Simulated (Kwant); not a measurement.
Device: wire with a side stub in a GaAs two-dimensional gas. Effective mass 0.067 mₑ, grid spacing 7.5 nm, hard walls, nominal width 150 nm (19 grid rows, so walls 150 nm apart), one parabolic valley, scattering region 450 nm long along x; energies count from the band bottom; Fermi energy swept from 0.00019955 to 0.0023697 eV. Closed stub on one side, 150 nm wide and 200 nm deep.

Constants are typed, rounded textbook-type inputs, not results; the design itself was drawn at random and stands for no fabricated device.

Kwant, effective-mass tight-binding model on a square grid, one spin, coherent transport at 0 K. Conductance is in e²/h.

### Question
How many channels do the leads carry at E = 1.71 meV?

### Answer
The hard-wall thresholds are n² ħ²π²/(2mW²) = n² × 0.249 meV with W = 150 nm. √(1.71/0.249) = 2.62, so 2.
